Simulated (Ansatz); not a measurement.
Input and output of a relaxation of the atoms for Rh₂CuTe₄ (P1, 14 atoms in the cell) (Ansatz, a program for electronic structure).

Computed with PBE (plane waves, PAW; Ansatz).

The change in words: atoms moved at random; scf.convergence.dr2_threshold: default (1e-07 eV) → 0.001 eV; relax: default → atoms; relax.f_tol: default → 0.03 eV/Å. Reference geometry:
```
CELL_PARAMETERS angstrom
      0.00000     5.42845     5.42845
      5.42845     0.00000     5.42845
      5.42845     5.42845     0.00000
ATOMIC_POSITIONS crystal
  Rh 0.12500 0.12500 0.12500
  Rh 0.62500 0.12500 0.12500
  Rh 0.12500 0.62500 0.12500
  Rh 0.12500 0.12500 0.62500
  Cu 0.75000 0.75000 0.75000
  Cu 0.50000 0.50000 0.50000
  Te 0.36260 0.36260 0.36260
  Te 0.91220 0.36260 0.36260
  Te 0.36260 0.91220 0.36260
  Te 0.36260 0.36260 0.91220
  Te 0.88740 0.88740 0.88740
  Te 0.33780 0.88740 0.88740
  Te 0.88740 0.33780 0.88740
  Te 0.88740 0.88740 0.33780
```

Reference input (self-consistent single point, DFT, PBE, plane waves, default PAW files): basis.ecutwfc = 420 eV; kpoints.mp_grid.grid = 3 3 3; hamiltonian.xc = pbe; hamiltonian.pseudopotentials = {kind: paw} (the program's default PAW files); scf.occupations.method = fermi_dirac; scf.occupations.width = 0.1 eV. This run's input differs from it in these lines:

Ansatz 0.2 input:
```diff
@@ -6,16 +6,16 @@
   atoms:
-    - { symbol: Rh, position_ang: [1.35711225, 1.35711225, 1.35711225] }
-    - { symbol: Rh, position_ang: [1.35711225, 4.07133675, 4.07133675] }
-    - { symbol: Rh, position_ang: [4.07133675, 1.35711225, 4.07133675] }
-    - { symbol: Rh, position_ang: [4.07133675, 4.07133675, 1.35711225] }
-    - { symbol: Cu, position_ang: [8.14267350, 8.14267350, 8.14267350] }
-    - { symbol: Cu, position_ang: [5.42844900, 5.42844900, 5.42844900] }
-    - { symbol: Te, position_ang: [3.93671121, 3.93671121, 3.93671121] }
-    - { symbol: Te, position_ang: [3.93671121, 6.92018679, 6.92018679] }
-    - { symbol: Te, position_ang: [6.92018679, 3.93671121, 6.92018679] }
-    - { symbol: Te, position_ang: [6.92018679, 6.92018679, 3.93671121] }
-    - { symbol: Te, position_ang: [9.63441129, 9.63441129, 9.63441129] }
-    - { symbol: Te, position_ang: [9.63441129, 6.65093571, 6.65093571] }
-    - { symbol: Te, position_ang: [6.65093571, 9.63441129, 6.65093571] }
-    - { symbol: Te, position_ang: [6.65093571, 6.65093571, 9.63441129] }
+    - { symbol: Rh, position_ang: [1.48176030, 1.37056395, 1.32194676] }
+    - { symbol: Rh, position_ang: [1.32020965, 3.99304766, 4.01851794] }
+    - { symbol: Rh, position_ang: [4.06025186, 1.39480740, 4.06470319] }
+    - { symbol: Rh, position_ang: [4.04994323, 4.12661465, 1.42213421] }
+    - { symbol: Cu, position_ang: [8.18724107, 8.15304184, 8.18233375] }
+    - { symbol: Cu, position_ang: [5.39761541, 5.41847151, 5.42264056] }
+    - { symbol: Te, position_ang: [3.87402349, 3.92816141, 3.91976903] }
+    - { symbol: Te, position_ang: [3.94038627, 6.97731578, 6.92468697] }
+    - { symbol: Te, position_ang: [6.93348106, 3.92106100, 6.91226125] }
+    - { symbol: Te, position_ang: [6.82385896, 6.86192324, 3.97895540] }
+    - { symbol: Te, position_ang: [9.59338850, 9.63546983, 9.62418409] }
+    - { symbol: Te, position_ang: [9.68148679, 6.64156078, 6.60470161] }
+    - { symbol: Te, position_ang: [6.68307213, 9.62770172, 6.69721867] }
+    - { symbol: Te, position_ang: [6.68578636, 6.66275888, 9.61845165] }
 basis:
@@ -29,2 +29,5 @@
   occupations: { method: fermi_dirac, width: 0.1 }
+  convergence: { dr2_threshold: 1.0e-03 eV }
+relax:
+  f_tol: 0.03
 output:
```

Output, abridged:

```
   [... SCF lines of the steps left out ...]
relax step   1: F+E_penalty+E_count = -94705.32631662 eV  Δ(F+E_penalty+E_count) = +0.000e0 eV  max|allowed force component| = 1.740e0 eV/Å  Δτ_max = 0.0000 Å  (6 SCF iters, accepted)
relax step   2: F+E_penalty+E_count = -94705.81041337 eV  Δ(F+E_penalty+E_count) = -4.841e-1 eV  max|allowed force component| = 7.311e-1 eV/Å  Δτ_max = 0.1949 Å  (6 SCF iters, accepted)
relax step   3: F+E_penalty+E_count = -94705.94495976 eV  Δ(F+E_penalty+E_count) = -1.345e-1 eV  max|allowed force component| = 1.109e-2 eV/Å  Δτ_max = 0.0771 Å  (5 SCF iters, accepted)
solved again in the potential of the output density, not every published eigenvalue holds within its bar: 309 eigenvalues moved, the lowest at band 0 …
Stability not checked: this state was not tested for a lower state beside it, because too few of the mixer's solves of this state at the end of the SCF gave a …
Free energy (F): -94705.944960 eV
Internal energy: -94705.751281 eV  (E = F + TS)
E sigma→0 (E₀):  -94705.848121 eV
Entropy (-TS):   -0.193678 eV (-13.834 meV/atom)
Fermi energy:    13.002513 eV
--- Forces (eV/Å), atoms counted from 1 ---
  atom   1  Rh     0.00078367     0.00207535    -0.00141182
   [... lines left out ...]
    - { symbol: Te, position: [0.8839095998827455, 0.8836246256879405, 0.8835608809189399] }
    - { symbol: Te, position: [0.34898599749353854, 0.8836908507691765, 0.883778557932699] }
    - { symbol: Te, position: [0.8835923850795384, 0.3490647918016079, 0.883641234548771] }
    - { symbol: Te, position: [0.8835231105605146, 0.8836748956038469, 0.3489410592817117] }
```

The run converged.  The full log also holds: “iter 5 did not close the SCF: its close was put off for the readings that it lacked (scf_convergence_deferred on its scf_iter line)”.

Summary of the result:
| Quantity | Result |
|---|---|
| Free energy E − TS (on the zero of these files) | -94705.9450 eV |
| Fermi level (on the code's own zero) | 13.00 eV |
| Pressure | 6.05 GPa |
| Largest force (vector length) | 0.013 eV/Å |
| Relaxation steps | 3 |

The starting cell was generated: these elements placed on a structure prototype, without a prior relaxation; it need not be a known phase or ordering of this composition. Its lattice was rescaled by a random factor within 2.5 % of one. For this run, on top of that: atoms moved at random. Spin polarisation is off. Ansatz's pressure includes its estimate of the finite-basis (Pulay) stress.

Cost on one core of a shared machine: roughly 3 min.
